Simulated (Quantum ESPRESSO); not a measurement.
**Quick settings and what they miss: Ba2Ge3 (Imm2, 5 atoms in the cell)**

Self-consistent single point.

```xyz
5
Lattice="-2.1056 4.6399 4.0700 2.1056 -4.6399 4.0700 2.1056 4.6399 -4.0700" Properties=species:S:1:pos:R:3 pbc="T T T"
Ba     2.1056    -2.4790     3.9545
Ba     2.1056     2.4790     3.9545
Ge     0.0000     0.0000     2.8830
Ge     0.0000     0.0000     5.3120
Ge     2.1056     0.0000     1.5189
```

Level of theory: PBEsol, PSlibrary PAW (PBE) pseudopotentials (plane waves; Quantum ESPRESSO).

Base settings: ecutwfc = 45 Ry; ecutrho = 270 Ry; occupations = smearing; smearing = fermi-dirac; degauss = 0.0073499 Ry; input_dft = pbesol; potentials = {Ba: Ba.pbe-spn-kjpaw_psl.1.0.0.UPF, Ge: Ge.pbe-n-kjpaw_psl.1.0.0.UPF}; K_POINTS = automatic 5 5 5 0 0 0; conv_thr = 1e-11 Ry; mixing_beta = 0.4.

Tight run (finer mesh or higher cutoff; not a proven limit): ecutwfc: 45 Ry → 63 Ry; ecutrho: 270 Ry → 378 Ry; conv_thr: 1e-11 Ry → 7.3e-11 Ry; K_POINTS: automatic 5 5 5 0 0 0 → automatic 7 7 7 0 0 0. It gave Fermi level (on the code's own zero) 7.02 eV; pressure -0.51 GPa; largest force (vector length) 0.169 eV/Å.

Quick runs, as changes from the base:
- A: the base itself
- B: ecutwfc: 45 Ry → 22 Ry; ecutrho: 270 Ry → 132 Ry; smearing: fermi-dirac → methfessel-paxton; degauss: 0.0073499 Ry → 0.0147 Ry; conv_thr: 1e-11 Ry → 7.3e-06 Ry; K_POINTS: automatic 5 5 5 0 0 0 → automatic 2 2 2 0 0 0
- C: ecutwfc: 45 Ry → 22 Ry; ecutrho: 270 Ry → 132 Ry; smearing: fermi-dirac → gaussian; degauss: 0.0073499 Ry → 0.036749 Ry; K_POINTS: automatic 5 5 5 0 0 0 → automatic 4 4 4 0 0 0
- D: ecutwfc: 45 Ry → 36 Ry; ecutrho: 270 Ry → 216 Ry; conv_thr: 1e-11 Ry → 7.3e-06 Ry; K_POINTS: automatic 5 5 5 0 0 0 → automatic 6 6 6 0 0 0

Energies are extrapolated to zero smearing width, which holds to low order in the width alone (under cold and Methfessel-Paxton smearing the free energy itself is taken).

Dashes: time of B, C, under 30 s.

The count of work is k-points × plane waves × bands × iterations; it is no time. Core times come from one kind of shared machine and are given to one figure; runs under 30 s give none.

The starting cell comes from a database of computed structures (which also holds hypothetical and non-ambient phases and stackings), without a prior relaxation at this level. Its lattice was rescaled by a random factor within 2.5 % of one.

```tsv
run	energy less tight (meV/atom)	pressure less tight (GPa)	largest miss in a force vector (eV/Å)	count of work / tight	core time / tight (rough)
A	2.0	0.03	0.068	0.28	0.3
B	14.8	-0.12	0.618	0.0096	–
C	9.3	0.08	0.094	0.077	–
D	2.8	0.00	0.035	0.20	0.2
```

Among the runs at the tight run's level, the energy misses run from 2.0 to 14.8 meV/atom.

Left out of this page: 2 runs of the series failed or unconverged.
